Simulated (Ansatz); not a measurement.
Given:

End structure of Ni on the 1x1 (111) surface of fcc Cu, one in a 2x2 cell, started at the site 'hollow Cu-Cu-Cu over Cu at depth 2.1 Å':

```xyz
17
Lattice="5.1336 0.0000 0.0000 -2.5668 4.4458 0.0000 0.0000 0.0000 25.5000" Properties=species:S:1:pos:R:3 pbc="T T T"
Cu     0.0000     1.4819     9.6433
Cu    -1.2834     3.7049     9.6433
Cu     2.5668     1.4819     9.6433
Cu     1.2834     3.7049     9.6433
Cu     1.2834     0.7410    11.7147
Cu     0.0000     2.9639    11.7147
Cu     3.8502     0.7410    11.7147
Cu     2.5668     2.9639    11.7147
Cu     0.0000     0.0000    13.7671
Cu    -1.2902     2.2190    13.8008
Cu     2.5668     0.0078    13.8008
Cu     1.2902     2.2190    13.8008
Cu     0.0000     1.5068    15.8510
Cu    -1.2618     3.6924    15.8510
Cu     2.5668     1.4819    15.9898
Cu     1.2618     3.6924    15.8510
Ni     0.0000     0.0000    17.6394
```

Set-up: 17 atoms, 6.2 Å thick at the start under the adsorbate (thin: gaps and levels are the slab's own); mesh 6x6x1; 0.1 eV smearing; dipole correction on; 8 atoms held, the rest relaxed; start symmetry kept, larger cells not searched; spin-polarised, no spin-orbit, no U, no dispersion correction. At the end it is bonded to 3 Cu. In PBE it is, or lies within 0.03 eV of, the lowest of the starts that converged.

A negative adsorption energy means that the adsorbate is more stable on the surface than in its reference.

### Question
What is the computed adsorption energy against an atom of fcc Ni, ferromagnetic (Ansatz (a first-principles code) with PBE)?

### Answer
1.77 eV

### Question
Predict the work function of the top face from PBE.

### Answer
3.83 eV

### Question
What is the computed change of the step from the bottom to the top vacuum level, against the clean slab (PBE)?

### Answer
-0.97 eV

### Question
Predict the change of the work function from PBE.

### Answer
-0.94 eV
